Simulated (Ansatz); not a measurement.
# Response to strain in CdI2

Start from CdI₂ in the CdI2 type structure (space group P-3m1, No. 164; a = 4.2422 Å, c = 6.8225 Å; layered, stacked along the Cartesian z axis).

Strains are applied to the cell and any free atomic positions relax.

Calculations: PBE-D3(BJ) (Ansatz, a program for electronic structure, PAW, no SOC).

Candidates:
(a) isotropic strain −2.00 %
(b) isotropic strain +2.50 %
(c) isotropic strain +0.50 %

Notes on the quantities. energy relative to the base: free energy F.

Problem. Order them by energy relative to the base, lowest first.

Solution. (c) isotropic strain +0.50 % (+0.5 meV/atom), (a) isotropic strain −2.00 % (+8.5 meV/atom), (b) isotropic strain +2.50 % (+10 meV/atom)

Whether these cells are dynamically stable was not tested.
